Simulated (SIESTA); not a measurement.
**Input and output of a self-consistent single point for Hf (P6_3/mmc, 4 atoms in the cell) (SIESTA)**

Computed with LDA PW92, numerical atomic orbitals DZP, PseudoDojo LDA standard norm-conserving potentials (rewritten from UPF to PSML) in SIESTA.

The input file:

```
# files in the folder: Hf.psml (PseudoDojo LDA standard)
SystemName  Hf
SystemLabel hf

NumberOfAtoms                4
NumberOfSpecies              1
%block ChemicalSpeciesLabel
  1 72 Hf
%endblock ChemicalSpeciesLabel
LatticeConstant              1.0 Ang
%block LatticeVectors
     3.182162000    0.000000000    0.000000000
    -1.591081000    2.755833000    0.000000000
     0.000000000    0.000000000   10.238628000
%endblock LatticeVectors
AtomicCoordinatesFormat      ScaledCartesian
%block AtomicCoordinatesAndAtomicSpecies
     0.000000000    0.000000000    0.000000000  1
     0.000000000    0.000000000    5.119314000  1
    -0.000001591    1.837222919    2.559657000  1
     1.591082591    0.918610081    7.678971000  1
%endblock AtomicCoordinatesAndAtomicSpecies

XC.functional                LDA
XC.authors                   PW92
PAO.BasisSize                DZP
PAO.EnergyShift              0.01 Ry
MeshCutoff                   350 Ry
%block kgrid.MonkhorstPack
   12   0   0  0.0
    0  12   0  0.0
    0   0   4  0.0
%endblock kgrid.MonkhorstPack
OccupationFunction           MP
OccupationMPOrder            0
ElectronicTemperature        3156.43 K

MaxSCFIterations             150
SCF.Mixer.Method             Pulay
SCF.Mixer.Weight             0.2
SCF.Mixer.History            6
SCF.DM.Tolerance             1.0E-05
Diag.ParallelOverK           true
WriteForces                  true
Charge.Mulliken              end
```

The program printed (abridged):

```
reinit: Reading from file input.fdf

reinit: System Name: Hf
reinit: System Label: hf

coor:   Atomic-coordinates input format  =     Cartesian coordinates
coor:                                          (in units of alat)

siesta: Atomic coordinates (Bohr) and species
siesta:      0.00000   0.00000   0.00000  1        1
siesta:      0.00000   0.00000   9.67410  1        2
siesta:     -0.00000   3.47185   4.83705  1        3
siesta:      3.00671   1.73592  14.51115  1        4

siesta: System type = bulk

initatomlists: Number of atoms, orbitals, and projectors:      4    76   128

siesta: ******************** Simulation parameters ****************************
redata: Spin configuration                          = none
redata: Time-Reversal Symmetry                      = T
redata: Number of Atomic Species                    =        1
redata: Mesh Cutoff                                 =   350.0000 Ry
redata: Net charge of the system                    =     0.0000 |e|
redata: Min. number of SCF Iter                     =        0
redata: Max. number of SCF Iter                     =      150
redata: SCF convergence failure will abort job
redata: SCF mix quantity                            = Hamiltonian
redata: Mix DM or H after convergence               =   F
redata: Recompute H after scf cycle                 =   F
redata: Mix DM in first SCF step                    =   T
redata: No kicks to SCF
redata: DM Mixing Weight for Kicks                  =     0.5000
redata: Require Harris convergence for SCF          =   F
redata: Harris energy tolerance for SCF             =     0.000100 eV
redata: Require DM convergence for SCF              =   T
redata: DM tolerance for SCF                        =     0.000010
redata: Require EDM convergence for SCF             =   F
redata: EDM tolerance for SCF                       =     0.001000 eV
redata: Require H convergence for SCF               =   T
   [... lines left out ...]
diag: Used triangular part                          = Lower
diag: Absolute tolerance                            =  0.100E-15
diag: Orthogonalization factor                      =  0.100E-05
diag: Memory factor                                 =  1.0000

superc: Internal auxiliary supercell:     7 x     7 x     3  =     147
superc: Number of atoms, orbitals, and projectors:    588  11172  18816

                        Single-point calculation

superc: Internal auxiliary supercell:     7 x     7 x     3  =     147
superc: Number of atoms, orbitals, and projectors:    588  11172  18816

outcell: Unit cell vectors (Ang):
        3.182162    0.000000    0.000000
       -1.591081    2.755833    0.000000
        0.000000    0.000000   10.238628

outcell: Cell vector modules (Ang)   :    3.182162    3.182162   10.238628
outcell: Cell angles (23,13,12) (deg):     90.0000     90.0000    120.0000
outcell: Cell volume (Ang**3)        :     89.7877
new_DM -- step:     1
Initializing Density Matrix...

Attempting to read DM from file... Failed...
DM filled with atomic data:

InitMesh: MESH = 32 x 32 x 120 = 122880
InitMesh: Mesh cutoff (required, used) =   350.000   372.646 Ry

stepf: Methfessel-Paxton step function
       Using Hermite-Gauss polynomials of order  0
        iscf     Eharris(eV)        E_KS(eV)     FreeEng(eV)     dDmax    Ef(eV) dHmax(eV)
   scf:    1    -6134.917705    -6139.292865    -6139.464086  1.161788 -3.124950  4.515012
   scf:    2    -6140.581270    -6139.962323    -6140.141314  0.059230 -3.268796  3.225218
   scf:    3    -6141.012422    -6140.590949    -6140.787752  0.117042 -3.585257  0.889114
   scf:    4    -6140.635500    -6140.632285    -6140.833914  0.022685 -3.641464  0.045929
   scf:    5    -6140.630592    -6140.632225    -6140.833419  0.004031 -3.640786  0.094497
   scf:    6    -6140.632903    -6140.632735    -6140.834170  0.001418 -3.643992  0.030833
   scf:    7    -6140.632712    -6140.632753    -6140.834250  0.000655 -3.646152  0.003278
   scf:    8    -6140.632774    -6140.632765    -6140.834250  0.000150 -3.645994  0.002575
   scf:    9    -6140.632772    -6140.632768    -6140.834250  0.000056 -3.646085  0.000408
   scf:   10    -6140.632766    -6140.632767    -6140.834250  0.000014 -3.646050  0.000421
   scf:   11    -6140.632772    -6140.632769    -6140.834250  0.000016 -3.646097  0.000032
   scf:   12    -6140.632770    -6140.632770    -6140.834250  0.000002 -3.646097  0.000062
SCF Convergence by DM+H criterion
max |DM_out - DM_in|         :     0.0000015483
max |H_out - H_in|      (eV) :     0.0000621468
SCF cycle converged after 12 iterations

Using DM_out to compute the final energy and forces

siesta: E_KS(eV) =            -6140.6328

siesta: E_KS - E_eggbox =     -6140.6328

siesta: Atomic forces (eV/Ang):
     1   -0.000000    0.000000   -0.000024
     2   -0.000000    0.000000    0.000024
     3    0.000002   -0.000001   -0.000008
     4   -0.000002    0.000001    0.000008
   Tot    0.000000   -0.000000   -0.000000
   Max    0.000024
   Res    0.000010    sqrt( Sum f_i^2 / 3N )
   Max    0.000024    constrained

Stress tensor Voigt[x,y,z,yz,xz,xy] (kbar):      111.20      111.20      118.35       -0.00        0.00        0.00
(Free)E + p*V (eV/cell)    -6147.1997
Target enthalpy (eV/cell)    -6140.8343

siesta: Program's energy decomposition (eV):
siesta: Ebs     =     -1434.903827
siesta: Eions   =      7569.594400
siesta: Ena     =      1033.577307
siesta: Ekin    =      1568.292005
siesta: Enl     =       274.176698
siesta: Eso     =         0.000000
siesta: Edftu   =         0.000000
siesta: DEna    =        84.683308
siesta: DUscf   =         2.796544
siesta: DUext   =         0.000000
siesta: Ex      =     -1393.682655
siesta: Ec      =      -140.881576
siesta: Exc     =     -1534.564231
siesta: Eharris =     -6140.632770
siesta: Etot    =     -6140.632770
siesta: FreeEng =     -6140.834250

siesta: Stress tensor (static) (eV/Ang**3):
siesta:     0.069407    0.000000    0.000000
siesta:     0.000000    0.069407   -0.000000
siesta:     0.000000   -0.000000    0.073867

siesta: Cell volume =         89.787720 Ang**3

siesta: Pressure (static):
siesta:                Solid            Molecule  Units
siesta:          -0.00077213         -0.00077214  Ry/Bohr**3
siesta:          -0.07089395         -0.07089455  eV/Ang**3
siesta:        -113.58463720       -113.58559155  kBar

mulliken: Atomic and Orbital Populations:

Species: Hf
Atom  Qatom  Qorb
               5s      6s      6s      5py     5pz     5px     6py     6pz
               6px     5dxy    5dyz    5dz2    5dxz    5dx2-y2 5dxy    5dyz
               5dz2    5dxz    5dx2-y2
   1 12.039   1.916   0.979  -0.175   1.943   1.943   1.943   0.264   0.261
              0.264   0.578   0.521   0.618   0.521   0.578  -0.018  -0.027

             -0.028  -0.027  -0.018
   2 12.039   1.916   0.979  -0.175   1.943   1.943   1.943   0.264   0.261
              0.264   0.578   0.521   0.618   0.521   0.578  -0.018  -0.027

             -0.028  -0.027  -0.018
   3 11.961   1.911   0.950  -0.163   1.943   1.934   1.943   0.272   0.237
              0.272   0.557   0.476   0.671   0.476   0.557  -0.018  -0.004

             -0.031  -0.004  -0.018
   4 11.961   1.911   0.950  -0.163   1.943   1.934   1.943   0.272   0.237
              0.272   0.557   0.476   0.671   0.476   0.557  -0.018  -0.004

             -0.031  -0.004  -0.018

mulliken: Qtot =       48.000

Mulliken Atomic Populations:
Atom #   charge [q] valence [e]  Species
     1    -0.038546   12.038546  Hf
     2    -0.038547   12.038547  Hf
     3     0.038545   11.961455  Hf
     4     0.038549   11.961451  Hf
 Total     0.000000
```

The run converged in 12 iterations.

The starting cell was generated: these elements placed on a structure prototype, without a prior relaxation; it need not be a known phase or ordering of this composition. Values carry the incompleteness of an atom-centred basis. With a pressure of about -11 GPa the cell is away from its equilibrium volume at this level.

Cost on one core of a shared machine: roughly 2 min.
